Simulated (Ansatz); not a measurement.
Base system: Ta in the bcc (W type) structure (space group Im-3m, No. 229; a = 3.306 Å; relaxed with 0.1 eV smearing). Axes: x, y, z lie along the cube axes.

All numbers come from DFT with r2SCAN, PAW potentials and a 500 eV plane-wave cutoff in Ansatz (an electronic-structure program), spin-orbit coupling left out.

For the base:

The volume per atom comes out as 18.07 Å³.

Modification: compressive biaxial strain of 0.42 % in the plane normal to [111], as in epitaxy on a mismatched substrate; the out-of-plane cell vector and the atoms relax.

Task: Predict the new energy relative to the base.

Result: The energy rises by 0.6 meV/atom.

Task: What does the calculation give for the volume per atom after the change?

Result: The volume per atom falls by 0.08 Å³, from 18.07 Å³ to 17.99 Å³.

Task: What happens to the in-plane stress?

Result: The mean in-plane stress (compression positive) is +1.3 GPa.

Whether these cells are dynamically stable was not tested. The final runs are not spin-polarised.
